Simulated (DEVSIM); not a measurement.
Structure: abrupt Si p-n junction, at 300 K.

```tsv
layer (left to right)	material	thickness (μm)	Nd (cm⁻³)	Na (cm⁻³)	τn (s)	τp (s)
1	Si	0.140	-	1.5e16	5.2e-7	5.2e-7
2	Si	5.90	3e17	-	5.2e-7	5.2e-7
```

Left contact: ohmic. Right contact: ohmic. Voltage is applied to the left contact. Recombination: SRH at mid-gap. Mobility is μmin + (μ − μmin)/(1 + (N/Nref)^α).

The device is made up for the run: typed textbook-type constants, with dimensions and the other settings drawn at random. Values at 300 K.

| parameter | Si |
|---|---|
| gap (eV) | 1.124 |
| affinity (eV) | 4.05 |
| permittivity | 11.7 |
| Nc (cm⁻³) | 2.86e19 |
| Nv (cm⁻³) | 3.1e19 |
| μn (cm²/Vs) | 1417 |
| μp (cm²/Vs) | 470 |
| μn,min | 52 |
| μp,min | 45 |
| Nref,n | 9.7e16 |
| Nref,p | 2.2e17 |
| αn | 0.68 |
| αp | 0.72 |

DEVSIM, 1D drift-diffusion, Boltzmann statistics, complete ionisation; no tunnelling, impact ionisation, image-force lowering or self-heating.

The thickness of layer 1 was swept, all else fixed.

| thickness of layer 1 (μm) | dark forward voltage at 100 A/cm² (V) | dark forward voltage at 1 A/cm² (V) | largest field in the device at zero bias (V/cm) |
|---|---|---|---|
| 0.028 | 0.541 | 0.410 | 170000 |
| 0.049 | 0.555 | 0.422 | 130000 |
| 0.084 | 0.576 | 0.439 | 92000 |
| 0.14 | 0.604 | 0.464 | 69000 |
| 0.24 | 0.635 | 0.503 | 60000 |
| 0.42 | 0.657 | 0.530 | 60000 |
| 0.7 | … | … | 60000 |

### Question
Fill in the missing entries.

### Answer

- 0.7, dark forward voltage at 100 A/cm² (V): 0.674
- 0.7, dark forward voltage at 1 A/cm² (V): 0.548
